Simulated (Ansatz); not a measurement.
Checking a run of Ansatz (a quantum-chemistry and plane-wave program) on Y2HgS4 (I-4, 7 atoms in the cell). The aim is a self-consistent single point with DFT, PBE, plane waves, default PAW files.

Cell that was meant: a = 7.0426 Å, b = 7.0426 Å, c = 7.0426 Å, α = 129.24°, β = 129.24°, γ = 74.62°.

Part of the input:

Ansatz 0.2 input:
```yaml
    - { symbol: S, position_ang: [1.56953368, 1.50916700, -1.45641418] }
    - { symbol: S, position_ang: [1.44880032, 1.50916700, 4.14517882] }
basis:
  ecutwfc: 125.0
kpoints:
  mp_grid: { grid: [7, 7, 7] }
hamiltonian:
```

Output, abridged:

```
   [... lines left out ...]
Symmetry: 4 space group operations
Space group: I-4 (ITA 82), of the structure as read, at distance tolerance 5.9e-5 Å
k-points: 52 of 343 (time reversal used)
Initial density: superposition of atomic densities (neutral atoms: chi_scale 0, normalization atom), corrected by the library's trained network
Initial wavefunctions: pseudopotential atomic-orbital guess
Eigensolver: davidson
Functional: x = pbe(κ = 0.804, μ = 0.2195149727645171), c = pbe(β = 0.06672455060314922)
SCF iter   1: F=—  HF=-25014.675162 eV  |F-HF|=—  |Δ(HF+E_count)|=         —  Δρ=2.28e-1  dr2=9.21e1  ethr=1.77e-3  ⟨swp⟩=4.7  Hψ=7310  notcnv=0
all-band conjugate gradients solve this SCF's bands
preconditioner: auto → Resta (q_TF=auto, 2.260 Å⁻¹)
SCF iter   2: F=—  HF=-24979.514144 eV  |F-HF|=—  |Δ(HF+E_count)|=    3.54e1  S|Δr|=   6.07e-1  Δρ=1.04e-1  dr2=1.37e1  ethr=1.77e-3  ⟨swp⟩=3.0  Hψ=5413  notcnv=0  defer=76
   [... lines left out ...]
SCF iter   9: F=-24971.095242 eV  HF=-24971.095242 eV  |F-HF|=9.26e-9  |Δ(HF+E_count)|=   1.35e-7  S|Δr|=   1.91e-6  Δρ=3.89e-6  dr2=5.96e-8  ethr=1.52e-10  ⟨swp⟩=8.5  Hψ=8704  notcnv=0
Mixer restart at iter 9: flushing history
SCF iter  10: F=—  HF=-24971.095580 eV  |F-HF|=—  |Δ(HF+E_count)|=         —  Δρ=8.91e-7  dr2=3.74e-9  ethr=9.04e-11  ⟨swp⟩=2.0  Hψ=2902  notcnv=0
SCF iter  11: F=-24971.095580 eV  HF=-24971.095580 eV  |F-HF|=5.49e-10  |Δ(HF+E_count)|=   1.98e-9  S|Δr|=  3.13e-11  Δρ=3.87e-7  dr2=8.51e-10  ethr=5.67e-12  ⟨swp⟩=2.9  Hψ=4217  notcnv=0
SCF 1 converged in 11 iterations: F = -24971.095580 eV  dr2 = 8.51e-10
Stability not checked (fill_not_monotonic)
Free energy (F): -24971.095580 eV
F+E_penalty+E_count: -24971.095581 eV  (lagrangian_ev)
Internal energy: -24971.095580 eV  (E = F + TS)
E sigma→0 (E₀):  -24971.095580 eV
Entropy (-TS):   0.000000 eV (0.000 meV/atom)
Fermi energy:    5.820101 eV
Smearing:        width narrowed from 0.2720 eV (input) to 0.1980 eV after iteration 9, whose occupations did not sum to the number of electrons (Fermi level in …
--- Forces (eV/Å), atoms counted from 1 ---
   [... lines left out ...]
  atom   7  S     -0.40311483     0.43640782    -0.58068666
--- Stress (GPa, compression-positive) ---
        5.632291       0.000000       0.000000
       -0.000000       5.632291       0.000000
        0.000000       0.000000       5.706028
  P = ⅓ Tr σ = 5.6569 GPa (56.569 kbar)
  The stress holds the Pulay correction. Without it, at fixed plane waves, as pw.x and ABINIT print it: P = -312.0804 GPa
```

### Question
Can these results be used? Check the input.

### Answer
The run is not sound. The fault is a basis or grid far too coarse for these potentials. The error of an incomplete plane-wave basis or grid does not cancel at such settings. To fix it, restore the cutoff that the potentials need and check convergence. The run converged in 11 iterations without an error; against the sound input the free energy rises by 22.4 eV/atom, the pressure goes from 2.84 to 5.66 GPa, the largest force goes from 0.600 to 0.831 eV/Å and the gap on the mesh goes from 1.920 to 1.438 eV. At a fixed set of plane waves, without the program's Pulay estimate, the pressure is -312.08 GPa against 2.83 GPa.

An input that runs soundly differs in these lines (not the only fix; some lines may just follow from the change or write a value another way):
```diff
-  ecutwfc: 125.0
+  ecutwfc: 420.0
```

With that input, the run converged in 7 iterations: free energy E − TS (on the zero of these files) -25127.8217 eV; top of the valence band (on the code's own zero) 4.60 eV; gap on the k-point mesh 1.92 eV; pressure 2.84 GPa; largest force (vector length) 0.600 eV/Å (DFT, PBE, plane waves, default PAW files).

On the sound input: the starting cell was generated: these elements placed on a structure prototype, without a prior relaxation; it need not be a known phase or ordering of this composition. Its lattice was rescaled by a random factor within 2.5 % of one. Spin-orbit coupling is off. Ansatz's pressure includes its estimate of the finite-basis (Pulay) stress.
